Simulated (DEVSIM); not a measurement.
Structure: abrupt Ge n-p junction, at 300 K.

Layer 1 from the left is Ge, thickness (μm) 26.0, Nd (cm⁻³) 1.5e16, τn (s) 1.2e-7, τp (s) 1.2e-7. Layer 2 from the left is Ge, thickness (μm) 1.10, Na (cm⁻³) 6.7e17, τn (s) 1.2e-7, τp (s) 1.2e-7.

Left contact: ohmic. Right contact: ohmic. Voltage is applied to the left contact. Recombination: SRH at mid-gap, radiative. Mobility is μmin + (μ − μmin)/(1 + (N/Nref)^α).

This is a model device: material constants are rounded textbook-type values typed into the input, and sizes, dopings and lifetimes were drawn at random. Values at 300 K.

Ge: gap (eV) 0.664, affinity (eV) 4, permittivity 16, Nc (cm⁻³) 1.04e19, Nv (cm⁻³) 6e18, μn (cm²/Vs) 3900, μp (cm²/Vs) 1900, μn,min 150, μp,min 100, Nref,n 2.6e17, Nref,p 4e17, αn 0.56, αp 0.6, B (cm³/s) 6.4e-14.

Simulated with DEVSIM: 1D drift-diffusion, Boltzmann statistics, complete ionisation; no tunnelling, impact ionisation, image-force lowering or self-heating.

### Question
What does the simulation give for the largest field in the device at zero bias, the potential step across the device at zero bias, the dark forward voltage at 100 A/cm², the dark forward voltage at 1 A/cm²?

### Answer
largest field in the device at zero bias 48000 V/cm; potential step across the device at zero bias 0.438 V; dark forward voltage at 100 A/cm² 0.367 V; dark forward voltage at 1 A/cm² 0.228 V.
